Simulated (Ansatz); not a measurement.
The parent structure is SrO in the rock salt structure (space group Fm-3m, No. 225).

```yaml
crystal:
  lattice:
    - [0.00000, 2.56121, 2.56121]
    - [2.56121, 0.00000, 2.56121]
    - [2.56121, 2.56121, 0.00000]
  atoms:
    - { symbol: Sr, position: [0.00000, 0.00000, 0.00000] }
    - { symbol: O, position: [0.50000, 0.50000, 0.50000] }
```

Cartesian axes are those of the cell as printed.

Method: plane-wave PAW DFT at the PBEsol level (Ansatz, an electronic-structure program, 420 eV), scalar-relativistic without spin-orbit coupling.

Modification: every lattice vector is stretched by 0.50 %; the atoms relax in the strained cell.

Problem. Predict the stress tensor and what it implies for the stiffness.

Solution. Stress of the strained cell less that of the base (GPa, compression positive):
```
  -1.36    0.00    0.00
   0.00   -1.36    0.00
   0.00    0.00   -1.36
```

Then B = −ΔP/(ΔV/V₀) with ΔV/V₀ = 0.0151 gives secant stiffness values (nonlinear terms included at this strain): B ≈ 90 GPa.

Whether these cells are dynamically stable was not tested.
